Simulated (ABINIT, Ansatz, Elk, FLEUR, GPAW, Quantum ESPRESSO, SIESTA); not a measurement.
**AlFe (Pm-3m, 2 atoms in the cell) computed with different codes at matched settings**

Self-consistent single point.

```
CELL_PARAMETERS angstrom
      2.80254     0.00000     0.00000
      0.00000     2.80254     0.00000
      0.00000     0.00000     2.80254
ATOMIC_POSITIONS crystal
  Al 0.00000 0.00000 0.00000
  Fe 0.50000 0.50000 0.50000
```
Moments meant for the start (each program seeds them in its own way; μB, in the order of the atoms Al Fe): 0.0 4.0.

All programs got the same cell, k-point mesh and kind of occupations, and the same starting moments (in Ansatz's words: kpoints.mp_grid.grid = 12 12 12; magnetization.spin_polarized = true; scf.occupations.method = fermi_dirac; scf.occupations.width = 0.1 eV); potentials, basis and cutoffs are each program's usual ones.

```tsv
code	model	pressure (GPa)	size of the net moment (μB/atom)	k-points	cutoff
SIESTA	GGA PBE, numerical atomic orbitals DZP, PseudoDojo PBE standard norm-conserving potentials (rewritten from UPF to PSML)	14.79	0.34	948	grid 350 Ry
ABINIT	PBE, PAW (JTH v2.0 PBE PAW)	15.23	0.31	84	30 Ha
Ansatz	PBE, PAW files	15.64	0.31	84	420 eV
FLEUR	PBE, all-electron FLAPW (FLEUR), scalar-relativistic valence	–	0.31	84	Kmax 4.1 1/bohr
Quantum ESPRESSO	PBE, GBRV 1.5 ultrasoft (PBE) pseudopotentials	15.87	0.32	84	50 Ry
GPAW	PBE, GPAW PAW datasets PBE (gpaw-data 1.0.1)	17.89	0.31	84	850 eV
Elk	PBE, all-electron FP-LAPW, Elk's shipped species files, APW+lo basis with extra local orbitals	–	0.30	84	rgkmax 8
```

A dash marks a value that a program does not give, or that is left out as unsure.

The spread over the programs that give each value: pressure within 3.10 GPa; size of the net moment within 0.04 μB/atom.

The starting cell comes from a database of computed structures (which also holds hypothetical and non-ambient phases and stackings), without a prior relaxation at this level. Its lattice was rescaled by a random factor within 2.5 % of one. On Ansatz's run: The moments shrank to a small part of their start, a low-spin state that need not be the lowest. In the base run, with a pressure of about 16 GPa the cell is away from its equilibrium volume at this level.

Why do the programs differ, and what cannot be compared?

Differences of this kind can come from the potentials, where these differ, and from what each basis and cutoff leave unconverged. The valence holds different numbers of electrons (SIESTA 19, ABINIT 19, Ansatz (a first-principles code) 19, FLEUR 19, Quantum ESPRESSO 19, GPAW 11). The zero of total energies and Fermi levels follows the potentials and each program's conventions, so they are not compared here. SIESTA uses small atom-centred bases, whose incompleteness enters pressures, forces and empty levels differently from a plane-wave cutoff. FLEUR and Elk treat all electrons, but the usual bases taken here (sphere radii, linearisation, local orbitals, empty states) were not tested for convergence, so the values are no reference for the others. Ansatz's pressure is given at a fixed set of plane waves, as the other plane-wave codes print theirs; with its correction for the finite basis it is 15.75 GPa. Site moments depend on each program's spheres or projections; the total moment of the cell does not. The programs reduce the same mesh by symmetry to different extents, which changes the work and not the result. In the pressure, GPAW (by 2.14) lies more than 1 GPa from the median of the plane-wave programs.

Keys are those of Ansatz 0.2.
